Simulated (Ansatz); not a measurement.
Worked example: relaxation of the atoms of LuTl (P4mm, 2 atoms in the cell) in Ansatz (a first-principles code).

Method: LDA (PW92), default PAW files made with PBE (plane waves; Ansatz).

The change in words: one atom moved by 0.15 angstrom; relax: default → atoms; relax.f_tol: default → 0.2 eV/Å. Reference geometry:
```
CELL_PARAMETERS angstrom
      3.57690     0.00000     0.00000
      0.00000     3.57690     0.00000
      0.00000     0.00000     3.92180
ATOMIC_POSITIONS crystal
  Lu 0.00000 0.00000 0.00000
  Tl 0.50000 0.50000 0.50000
```

Reference input (self-consistent single point, DFT, LDA (PW92), plane waves, default PAW files made with PBE): basis.ecutwfc = 420 eV; kpoints.mp_grid.grid = 9 9 9; hamiltonian.xc = lda; hamiltonian.pseudopotentials = {kind: paw} (the program's default PAW files); scf.occupations.method = fermi_dirac; scf.occupations.width = 0.1 eV. This run's input differs from it in these lines:

```diff
@@ -6,3 +6,3 @@
   atoms:
-    - { symbol: Lu, position: [0.000000, 0.000000, 0.000000] }
+    - { symbol: Lu, position: [0.000000, 0.000000, 0.038248] }
     - { symbol: Tl, position: [0.500000, 0.500000, 0.500000] }
@@ -17,2 +17,4 @@
   occupations: { method: fermi_dirac, width: 0.1 }
+relax:
+  f_tol: 0.2
 output:
```

The program printed (abridged):

```
   [... SCF lines of the steps left out ...]
relax step   1: F+E_penalty+E_count = -25640.24349726 eV  Δ(F+E_penalty+E_count) = +0.000e0 eV  max|allowed force component| = 3.986e-1 eV/Å  Δτ_max = 0.0000 Å  (6 SCF iters, dr2 threshold 1.00e-4 eV, accepted)
relax step   2: F+E_penalty+E_count = -25640.27315669 eV  Δ(F+E_penalty+E_count) = -2.966e-2 eV  max|allowed force component| = 1.242e-2 eV/Å  Δτ_max = 0.0774 Å  (8 SCF iters, accepted)
the relaxation is at rest under the 8 symmetry operations that the run kept from its start: a minimum is not shown …
Free energy (F): -25640.273157 eV
Internal energy: -25640.223830 eV  (E = F + TS)
E sigma→0 (E₀):  -25640.248493 eV
Entropy (-TS):   -0.049327 eV (-24.663 meV/atom)
Fermi energy:    14.220720 eV
--- Forces (eV/Å), atoms counted from 1 ---
  atom   1  Lu     0.00000000     0.00000000     0.01240998
  atom   2  Tl     0.00000000     0.00000000    -0.01242821
--- Stress (GPa, compression-positive) ---
       -3.576238       0.000000      -0.000000
        0.000000      -3.576238       0.000000
       -0.000000       0.000000      -3.094183
  P = ⅓ Tr σ = -3.4156 GPa (-34.156 kbar)
  The stress holds the Pulay correction. Without it, at fixed plane waves, as pw.x and ABINIT print it: P = -3.4637 GPa
--- Relaxed structure (2 steps of the walk, 2 accepted, 0 SCFs on fresh bases) ---
  F+E_penalty+E_count = -25640.27315669 eV   max|allowed force component| = 1.242e-2 eV/Å
  atoms:
    - { symbol: Lu, position: [-4.038270775248782e-35, 0.0, 0.01852034112171422] }
    - { symbol: Tl, position: [0.5, 0.5, 0.5197276588782858] }
```

The run converged. 

Summary of the result:
Free energy E − TS (on the zero of these files): -25640.2732 eV
Fermi level (on the code's own zero): 14.22 eV
Pressure: -3.42 GPa
Largest force (vector length): 0.012 eV/Å
Relaxation steps: 2

The starting cell comes from a database of computed structures (which also holds hypothetical and non-ambient phases and stackings), without a prior relaxation at this level. Its lattice was rescaled by up to half a per cent. For this run, on top of that: one atom moved by 0.15 angstrom. The relaxation keeps the symmetry of its start, so its end need not be a minimum. Ansatz's pressure includes its estimate of the finite-basis (Pulay) stress.

Keys are those of Ansatz 0.2.
